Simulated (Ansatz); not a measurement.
Abridged Ansatz (a quantum-chemistry and plane-wave program) output:

```
Relaxation: its limit of steps is 60 (relax.max_steps)
Pseudopotential: Rh, paw, valence charge 17
Crystal: 1 atoms, lattice volume = 13.889 Å³
Basis set: ecut = 420 eV, 283 PW (Γ), exchange–correlation on 40×40×40 points (8 copies of the dense FFT grid, shifted against one another)
Bands: 13, of which v1, the nominal top of the filled ones, is band 9 counted from 1 (8 counted from 0)
Symmetry: 48 space group operations
k-points: 286 of 9261
Functional: x = pbe(κ = 0.804, μ = 0.2195149727645171), c = pbe(β = 0.06672455060314922)
SCF iter   1: F=—  HF=-6403.414157 eV  |F-HF|=—  |Δ(HF+E_count)|=         —  Δρ=1.10e-1  dr2=1.58e0  ethr=3.10e-3  ⟨swp⟩=5.3  Hψ=20219  notcnv=0
SCF iter   2: F=—  HF=-6402.987061 eV  |F-HF|=—  |Δ(HF+E_count)|=   4.27e-1  Δρ=4.32e-2  dr2=1.46e-1  ethr=3.10e-3  ⟨swp⟩=2.1  Hψ=9395  notcnv=0
SCF 1 converged in 6 iterations: F = -6402.940726 eV  dr2 = 1.50e-9
relax step   1: F+E_penalty+E_count = -6402.94072647 eV  Δ(F+E_penalty+E_count) = +0.000e0 eV  max|allowed force component| = 0.000e0 eV/Å  Δτ_max = 0.0000 Å  P = +3.004 GPa  Ω = 13.889 Å³  (6 SCF iters, dr2 threshold 1.00e-7 eV, accepted)
[... steps on the carried basis left out ...]
relax step   5: F+E_penalty+E_count = -6402.93465796 eV  Δ(F+E_penalty+E_count) = +1.487e-4 eV  max|allowed force component| = 0.000e0 eV/Å  Δτ_max = 0.0000 Å  P = +7.004 GPa  Ω = 13.694 Å³  stress off target by 3.79e-3 GPa  SCF on the basis re-selected at this cell (its energy is not comparable with the rows above)  (5 SCF iters)
SCF converged after 5 iterations
Free energy (F): -6402.934658 eV
Internal energy: -6402.924259 eV  (E = F + TS)
E sigma→0 (E₀):  -6402.929458 eV
Entropy (-TS):   -0.010399 eV (-10.399 meV/atom)
Fermi energy:    22.526267 eV
--- Forces (eV/Å), atoms counted from 1 ---
  atom   1  Rh    -0.00000000     0.00000000    -0.00000000
--- Stress (GPa, compression-positive) ---
        7.003795      -0.000000      -0.000000
       -0.000000       7.003795       0.000000
       -0.000000      -0.000000       7.003795
  P = ⅓ Tr σ = 7.0038 GPa (70.038 kbar)
--- Relaxed structure (4 steps of the walk, 4 accepted, 1 SCFs on fresh bases) ---
  cell:  # Å, volume = 13.6940 Å³
    - [-2.866146768503769e-35, 1.8988900295150526, 1.8988900295150526]
    - [1.8988900295150526, -2.8673907558164894e-35, 1.8988900295150526]
    - [1.8988900295150526, 1.8988900295150526, -1.0828909557215848e-34]
  atoms:
    - { symbol: Rh, position: [0.0, 0.0, 0.0] }
```

Q: What was computed, and what are the main results?

A: Rh, 1 atom in the cell, with PBE/PAW in Ansatz, no spin-orbit coupling, earlier PAW set, from a series relaxed to a target (pressure 7 GPa). The last SCF converged to F = -6402.934658 eV, or -6402.9347 eV per atom, at a pressure of 7.00 GPa. The total energy compares only with runs of the same code, potentials and settings.

Load acts through the strain it causes; cell and atoms are relaxed under it. Stability against distortions was not tested. No other phases were tried under pressure. All final runs are without spin polarisation. The cell was made from Rh in the fcc (Cu type) structure (space group Fm-3m, No. 225) by this change: pressure 7 GPa.

Keys are those of Ansatz 0.2.
